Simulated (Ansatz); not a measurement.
ZnIn₂O₄ (model structure, started from the defect chalcopyrite type, I-4, No. 82, 7 atoms in the cell) was calculated with HSE06 (Ansatz, a first-principles code, plane waves, PAW).

From the output:

```
WARN output.stress: scf.exx.energy_threshold = 1e-6 eV is looser than the 7e-8 eV advised for a stress under a hybrid functional (1e-8 eV for each atom of the …
Crystal: 7 atoms, lattice volume = 110.515 Å³
Basis set: ecut = 460 eV, 2509 PW (Γ), exchange–correlation on 90×90×90 points (8 copies of the dense FFT grid, shifted against one another)
Bands: 38, of which v1, the nominal top of the filled ones, is band 31 counted from 1 (30 counted from 0)
Symmetry: 4 space group operations
Space group: I-4 (ITA 82), of the structure as read, at distance tolerance 4.8e-5 Å
k-points: 36 of 216 (time reversal used)
SCF iter   1: F=—  HF=-16783.784367 eV  |F-HF|=—  |Δ(HF+E_count)|=         —  Δρ=2.30e-3  dr2=4.18e-3
SCF iter   2: F=—  HF=-16783.785521 eV  |F-HF|=—  |Δ(HF+E_count)|=   1.15e-3  Δρ=1.26e-3  dr2=1.08e-3
  ...
Crystal: 7 atoms, lattice volume = 110.515 Å³
Initial density: handed on by an earlier stage of this run
Crystal: 7 atoms, lattice volume = 110.515 Å³
SCF 3 converged in 6 iterations: F = -16790.753433 eV  dr2 = 1.96e-10
Crystal: 7 atoms, lattice volume = 110.515 Å³
SCF iter   1: F=—  HF=-16790.753433 eV  |F-HF|=—  |Δ(HF+E_count)|=         —  Δρ=2.15e-6  dr2=2.36e-9
SCF iter   2: F=-16790.753433 eV  HF=-16790.753433 eV  |F-HF|=1.46e-11  |Δ(HF+E_count)|=  2.84e-10  Δρ=3.95e-7  dr2=1.40e-10
SCF 4 converged in 2 iterations: F = -16790.753433 eV  dr2 = 1.40e-10
Free energy (F): -16790.753433 eV
Internal energy: -16790.753433 eV  (E = F + TS)
E sigma→0 (E₀):  -16790.753433 eV
Fermi energy:    5.430035 eV
--- Forces (eV/Å), atoms counted from 1 ---
  atom   1  In     0.00000000    -0.00000000     0.00000000
  atom   2  In    -0.00000000    -0.00000000     0.00000000
  atom   3  Zn    -0.00000000     0.00000000     0.00000000
  atom   4  O     -0.31831056     0.03368897     0.03884209
  atom   5  O      0.31831056    -0.03368897     0.03884209
  atom   6  O      0.03368897     0.31831056    -0.03884209
  atom   7  O     -0.03368897    -0.31831056    -0.03884209
--- Stress (GPa, compression-positive) ---
        0.014430      -0.000000       0.000000
        0.000000       0.014430       0.000000
        0.000000       0.000000      -0.284869
  P = ⅓ Tr σ = -0.0853 GPa (-0.853 kbar)
```

Problem. Write an input file that could have produced this run (the log leaves some choices open).

Solution. Several could match; the one computed here: 
Ansatz 0.2 input:
```yaml
crystal:
  lattice:
    - [-2.3474797277, 2.3474797277, 5.0137090201]
    - [2.3474797277, -2.3474797277, 5.0137090201]
    - [2.3474797277, 2.3474797277, -5.0137090201]
  atoms:
    - { symbol: In, position: [0.5, 0.5, 0.0] }
    - { symbol: In, position: [0.25, 0.75, 0.5] }
    - { symbol: Zn, position: [0.0, 0.0, 0.0] }
    - { symbol: O, position: [0.3349889359, 0.8533022197, -0.0377185595] }
    - { symbol: O, position: [0.8910207792, 0.3727074953, 1.0377185595] }
    - { symbol: O, position: [0.1466977803, 0.1089792208, 0.4816867161] }
    - { symbol: O, position: [0.6272925047, 0.6650110641, 0.5183132839] }
basis:
  ecutwfc: 460
  ecutrho_ratio: 4
  xc_grid: 2
kpoints:
  mp_grid: { grid: [6, 6, 6] }
hamiltonian:
  xc: hse06
  dispersion: none
  pseudopotentials: { kind: paw }
scf:
  occupations: { method: fermi_dirac, width: 0.01 }
  convergence: { dr2_threshold: 0.0000000007 }
output:
  forces: true
  stress: true
  eigenvalues: true
```

The PAW data were made under PBE.

Note: the relaxation could raise the start's symmetry but not lower it, so the cell can be a saddle point. Note: cell and atoms aren't relaxed at this level (largest force component 0.32 eV/Å).

The result took about 6 core-minutes (a rough figure).

A model structure was made by putting elements into a prototype or built by hand; it is no filed structure, need not be a known phase, and can be a saddle point held by its symmetry.
